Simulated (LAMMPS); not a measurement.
LAMMPS input (classical MD, pair style eam, the elements' _u3.eam files (universal-3 set of Foiles, Baskes and Daw)):

```
units metal
atom_style atomic
atom_modify map array
boundary p p p
read_data cell.data
replicate 10 10 10
pair_style eam
pair_coeff 1 1 Cu_u3.eam
pair_coeff 2 2 Ag_u3.eam
pair_coeff 3 3 Au_u3.eam
pair_coeff 4 4 Ni_u3.eam
pair_coeff 5 5 Pd_u3.eam
pair_coeff 6 6 Pt_u3.eam
mass 1 63.5460
mass 2 107.8682
mass 3 196.9666
mass 4 58.6934
mass 5 106.4200
mass 6 195.0840
neighbor 1.5 bin
neigh_modify every 1 delay 0 check yes one 6000 page 200000
timestep 0.002
compute xu all property/atom xu yu zu
thermo_style custom step temp pe etotal enthalpy press vol lx ly lz
thermo_modify norm no flush no
thermo 1000
fix br all box/relax aniso 0 vmax 0.001
min_style cg
minimize 0 0.0001 3000 15000
unfix br
velocity all create 2600 2445891 dist gaussian mom yes
fix md0 all npt temp 1300 1300 0.1 aniso 0 0 1.0 drag 1.0
run 5000
unfix md0
fix md0 all npt temp 1300 1300 0.1 aniso 0 0 1.0
run 15000
unfix md0
change_box all x final 0 36.00687 y final 0 35.96778 z final 0 35.97616 remap units box
fix md0 all nvt temp 1300 1300 0.1
run 1500
unfix md0
fix md0 all nvt temp 1300 1300 1.0
run 15000
unfix md0
fix md0 all nve
run 4000
unfix md0
```

cell.data:

```
Ni4

4 atoms
6 atom types

0 3.520000 xlo xhi
0 3.520000 ylo yhi
0 3.520000 zlo zhi

Masses

1 63.5460 # Cu
2 107.8682 # Ag
3 196.9666 # Au
4 58.6934 # Ni
5 106.4200 # Pd
6 195.0840 # Pt

Atoms # atomic

1 4 0.000000 0.000000 0.000000
2 4 0.000000 1.760000 1.760000
3 4 1.760000 0.000000 1.760000
4 4 1.760000 1.760000 0.000000
```

End of the log (thermodynamic rows thinned):

```
# run of 15000 steps: all nvt temp 1300 1300 1.0
   Step         temp           pe       etotal        press          vol           lx           ly           lz
  21551         1305     -17023.4     -16348.9      1152.69      46592.3      36.0069      35.9678      35.9762
  22151       1309.7     -17034.9     -16357.9     -782.607      46592.3      36.0069      35.9678      35.9762
  22751      1279.61     -17042.4     -16380.9     -1957.74      46592.3      36.0069      35.9678      35.9762
  23351      1270.46     -17032.6     -16375.9     -574.309      46592.3      36.0069      35.9678      35.9762
  23951      1293.74       -17034     -16365.3     -681.671      46592.3      36.0069      35.9678      35.9762
  24551      1315.13     -17035.7     -16355.9     -503.585      46592.3      36.0069      35.9678      35.9762
  25151       1312.1     -17027.8     -16349.5      673.917      46592.3      36.0069      35.9678      35.9762
  25751      1314.66     -17031.4     -16351.8       129.17      46592.3      36.0069      35.9678      35.9762
  26351      1294.15       -17039     -16370.1     -1295.65      46592.3      36.0069      35.9678      35.9762
  26951      1267.65     -17029.4     -16374.2     -239.315      46592.3      36.0069      35.9678      35.9762
  27551      1298.73     -17023.3     -16351.9      844.653      46592.3      36.0069      35.9678      35.9762
  28151       1323.8     -17029.2     -16344.9      500.535      46592.3      36.0069      35.9678      35.9762
  28751      1310.63     -17032.3     -16354.8     -73.5943      46592.3      36.0069      35.9678      35.9762
  29351      1292.79     -17032.6     -16364.4     -377.521      46592.3      36.0069      35.9678      35.9762
  29951       1296.3       -17034     -16363.9      -410.76      46592.3      36.0069      35.9678      35.9762
  30551      1320.93       -17024     -16341.2      1177.38      46592.3      36.0069      35.9678      35.9762
  31151      1320.86     -17011.8     -16329.1       2396.8      46592.3      36.0069      35.9678      35.9762
  31751      1304.73     -17027.1     -16352.6      337.621      46592.3      36.0069      35.9678      35.9762
  32351      1298.96     -17036.5       -16365     -583.709      46592.3      36.0069      35.9678      35.9762
  32951      1265.42     -17021.1       -16367      911.017      46592.3      36.0069      35.9678      35.9762
  33551      1294.12     -17017.8     -16348.8       1543.9      46592.3      36.0069      35.9678      35.9762
  34151      1336.85     -17027.7     -16336.6      584.751      46592.3      36.0069      35.9678      35.9762
  34751      1321.39     -17035.7     -16352.6     -357.862      46592.3      36.0069      35.9678      35.9762
  35351      1293.78     -17029.7       -16361     -557.776      46592.3      36.0069      35.9678      35.9762
  35951      1281.22     -17022.7     -16360.5      813.918      46592.3      36.0069      35.9678      35.9762
# run of 4000 steps: all nve
   Step         temp           pe       etotal        press          vol           lx           ly           lz
  36503      1307.91     -17032.3     -16356.2     -166.654      46592.3      36.0069      35.9678      35.9762
  36663      1301.94     -17029.2     -16356.2      12.5188      46592.3      36.0069      35.9678      35.9762
  36823      1303.75     -17030.1     -16356.2     -39.7071      46592.3      36.0069      35.9678      35.9762
  36983      1290.95     -17023.5     -16356.2      810.189      46592.3      36.0069      35.9678      35.9762
  37143      1320.37     -17038.7     -16356.2     -822.533      46592.3      36.0069      35.9678      35.9762
  37303       1292.7     -17024.4     -16356.2      559.081      46592.3      36.0069      35.9678      35.9762
  37463      1304.36     -17030.5     -16356.2     -1.56021      46592.3      36.0069      35.9678      35.9762
  37623      1311.11       -17034     -16356.2     -399.493      46592.3      36.0069      35.9678      35.9762
  37783      1312.87     -17034.8     -16356.2     -740.808      46592.3      36.0069      35.9678      35.9762
  37943      1301.24     -17028.8     -16356.2      158.663      46592.3      36.0069      35.9678      35.9762
  38103      1295.94     -17026.1     -16356.2      443.626      46592.3      36.0069      35.9678      35.9762
  38263      1292.35     -17024.2     -16356.2      713.302      46592.3      36.0069      35.9678      35.9762
  38423      1304.97     -17030.7     -16356.2      92.7902      46592.3      36.0069      35.9678      35.9762
  38583      1309.97     -17033.3     -16356.2     -199.291      46592.3      36.0069      35.9678      35.9762
  38743      1283.58     -17019.7     -16356.2      967.526      46592.3      36.0069      35.9678      35.9762
  38903      1300.16     -17028.3     -16356.2      318.445      46592.3      36.0069      35.9678      35.9762
  39063      1303.19     -17029.9     -16356.2     -291.565      46592.3      36.0069      35.9678      35.9762
  39223      1295.85       -17026     -16356.2      493.832      46592.3      36.0069      35.9678      35.9762
  39383      1320.12     -17038.6     -16356.2     -869.369      46592.3      36.0069      35.9678      35.9762
  39543      1297.28     -17026.8     -16356.2      114.991      46592.3      36.0069      35.9678      35.9762
  39703      1293.81       -17025     -16356.2      446.998      46592.3      36.0069      35.9678      35.9762
  39863      1309.31       -17033     -16356.2     -287.791      46592.3      36.0069      35.9678      35.9762
  40023      1317.66     -17037.3     -16356.2     -750.126      46592.3      36.0069      35.9678      35.9762
  40183      1299.95     -17028.1     -16356.2      362.867      46592.3      36.0069      35.9678      35.9762
  40343      1293.39     -17024.8     -16356.2      408.561      46592.3      36.0069      35.9678      35.9762
```

The state found is crystal; no diffusion seen in 30 ps. The density is 8.3672 ± 0.0002 g/cm³ and the volume per atom is 11.6482 ± 0.0003 Å³. The enthalpy per atom is -4.0894 ± 0.0001 eV and the first peak of g(r) is 2.50 Å, height 4.2. The coordination number comes out as 12.0 (counted to 3.10 Å).
